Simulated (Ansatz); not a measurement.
Consider Ti-vacancy pair (Ti on one host W site, one W site vacant) in bcc W, neutral cell. The step: Ti and the vacancy change places (Ti-vacancy distance between ideal sites 2.76 Å throughout); the atom moves 2.56 Å along (0.47, 0.47, 0.46) of the unit cell; the moving atom starts with neighbours 2 W at 2.74, W at 2.77, 3 W at 2.78, W at 2.85, 3 W at 3.12, 2 W at 3.22, W at 3.25 Å and ends with 2 W at 2.74, W at 2.77, 3 W at 2.78, W at 2.85, 3 W at 3.12, 2 W at 3.22, W at 3.25 Å. DFT values are from Ansatz (plane-wave PAW, 420 eV unless said) in a cell of 36 host sites, spin-restricted, static, with no finite-size correction. Forms of the defect that were not tried may lie lower. For the PBE band: the saddle point's order was not checked, and it lies on a symmetry element of the cell, where a band can be held.

```
Level                                                                           Forward barrier (eV)  Cost of the band or of the saddle's single point
------------------------------------------------------------------------------  --------------------  ------------------------------------------------
CHGNet universal potential (has no charge state), its own band                                  0.64                                                 -
PBE, a 2×2×3 k-point mesh shifted by half a step, band relaxed                                  1.02                    around 70 core-minutes (rough)
PBE, a 3×3×5 k-point mesh shifted by half a step, same geometries                               1.01                            roughly 6 core-minutes
r2SCAN at 500 eV, a 2×2×3 k-point mesh shifted by half a step, same geometries                   ___                     around 5 core-minutes (rough)
```

Question: Complete the blanks.

Answer: 
- r2SCAN at 500 eV, a 2×2×3 k-point mesh shifted by half a step, same geometries, Forward barrier (eV): 1.06

Ansatz is a program for electronic structure.
